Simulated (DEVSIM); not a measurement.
Device: illuminated Si p-on-n cell, one wavelength, at 350 K.

| layer (left to right) | material | thickness (μm) | Nd (cm⁻³) | Na (cm⁻³) | τn (s) | τp (s) | absorption coefficient (cm⁻¹) |
|---|---|---|---|---|---|---|---|
| 1 | Si | 0.120 | - | 2.3e18 | 7.1e-6 | 8e-6 | 11000 |
| 2 | Si | 170 | 4.1e15 | - | 0.00017 | 0.00017 | 11000 |

Left contact: ohmic, minority electron recombination velocity 70 cm/s. Right contact: ohmic, minority hole recombination velocity 3e6 cm/s. Voltage is applied to the left contact. Recombination: SRH at mid-gap, radiative, Auger. Gap narrowing is on: ΔEg = 6.92 meV × (l + √(l² + 0.5)), l = ln(N/1.3e17 cm⁻³), shared equally by both band edges. Light enters at the left, 2.5e16 photons cm⁻² s⁻¹, one pass, no reflection. Mobility is constant in doping.

This is a model device: material constants are rounded textbook-type values typed into the input, and sizes, dopings and lifetimes were drawn at random. Values at 300 K; Nc and Nv go as T^1.5, mobilities as T to minus their exponent, the gap by Varshni's rule with the affinity fixed.

```csv
parameter,Si
gap (eV),1.124
affinity (eV),4.05
permittivity,11.7
Nc (cm⁻³),2.86e19
Nv (cm⁻³),3.1e19
μn (cm²/Vs),1417
μp (cm²/Vs),470
T exponent of μn,2.3
T exponent of μp,2.2
B (cm³/s),4.7e-15
Cn (cm⁶/s),2.8e-31
Cp (cm⁶/s),9.9e-32
Varshni α (eV/K),0.000473
Varshni β (K),636
```

DEVSIM, 1D drift-diffusion, Boltzmann statistics, complete ionisation; no tunnelling, impact ionisation, image-force lowering or self-heating.

The recombination velocity at the left contact was swept, all else fixed.

```tsv
recombination velocity at the left contact (cm/s)	fill factor	largest power (mW/cm²)	dark forward voltage at 1 A/cm² (V)	short-circuit current (mA/cm²)
10	0.75	1.26	0.608	3.99
70	0.75	1.26	0.608	3.99
100	0.75	1.26	0.608	3.99
1000	0.75	1.26	0.607	3.99
10000	0.75	1.25	0.602	3.99
1e5	0.74	1.18	0.581	3.98
1e6	0.72	1.00	0.543	3.92
1e7	0.71	0.873	0.519	3.79
```

From the first row to the last the fill factor goes from 0.75 to 0.71. From the first row to the last the largest power goes from 1.26 to 0.873.
